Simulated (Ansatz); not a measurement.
## What biaxial strain −0.42 %, plane normal [111], relaxed out of plane does to CuI

The parent structure is CuI in the zinc blende structure (space group F-43m, No. 216; a = 5.939 Å). Axes: x, y, z lie along the cube axes.

Modification: biaxial strain −0.42 %, plane normal [111], relaxed out of plane (Cartesian); in-plane vectors clamped, the third vector and the atoms free.

Calculations: PBEsol in Ansatz (plane waves to 420 eV, PAW, spin-orbit coupling left out). Settings: 10×10×10 k-points, 0.05 eV Fermi–Dirac smearing.

```tsv
quantity	base	changed	shift
volume per atom	26.19 Å³	26.06 Å³	-0.13 Å³
space group	F-43m (No. 216)	R3m (No. 160)	–
shortest interatomic distance	4.860 bohr	4.852 bohr	-0.008 bohr
energy relative to the base (free energy F)	0 meV/atom	+0.3 meV/atom	+0.3 meV/atom
pressure (mean of the normal stresses, compression positive)	0.00 GPa	0.25 GPa	+0.25 GPa
band gap	1.17 eV	1.18 eV	+0.01 eV
gap character	direct at Γ	direct at Γ	–
electron mass	0.14 mₑ (at Γ)	0.14 mₑ (at Γ)	–
valence-band top at Γ (three highest levels, from the VBM)	0.00, 0.00, 0.00 eV	0.00, 0.00, -0.01 eV	–
valley order (the lowest conduction-band minima on the path, energy above the VBM, named in the base's zone)	Γ 1.17 eV; L along ⟨111⟩ 2.11 eV; X along ⟨100⟩ 2.47 eV	Γ 1.18 eV; L along [1-11] 2.10 eV; L along [111] 2.17 eV; X along [100] 2.45 eV	–
out-of-plane strain	–	+0.34 %	–
mean in-plane stress (compression positive)	–	+0.4 GPa	–
```

With I present, leaving out spin-orbit coupling can change the band edges. Masses are band curvatures over ±0.01 Å⁻¹ around the edge. Whether these cells are dynamically stable was not tested. The final runs are not spin-polarised. Labels are those of the standard path for the cell's own space group.

Ansatz is a first-principles code.
